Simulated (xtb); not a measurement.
xtb 6.7.1, GFN2-xTB: Cc1csc(-c2cc3c(s2)-c2sc(-c4sccc4C)cc2C3(C)C)c1, 43 atoms. The geometry is a generated start, not checked to be a minimum at this level.

```json
{
 "method": "GFN2-xTB",
 "--acc": "1 (default)",
 "--etemp (K)": "300 (default)",
 "detailed input (--input)": "none: ANC optimiser, Lindh (1995) Hessian, microcycle=20, maxdispl=1.0, hlow=0.01 (default)",
 "basis_functions": "142",
 "valence_electrons": "126"
}
```

The structure is relaxed from this start with --opt LEVEL for the levels crude, sloppy, loose, lax, normal, tight, vtight, extreme, once each. Up to the end of the extreme run atoms move by at most 1.7 Å along an axis.

Task: Choose the cheapest level whose final energy lies within 5 meV of that of extreme.

Result: lax: 38 cycles against 68, ending 2.5 meV above.

```csv
level,cycles,energy above the extreme run (meV),gradient norm (eV/Å)
crude,5,150,0.48
sloppy,22,30,0.088
loose,33,6.5,0.20
lax,38,2.5,0.12
normal,44,1.0,0.019
tight,56,0.13,0.010
vtight,68,under 0.01,0.0023
extreme,68,—,0.0023
```
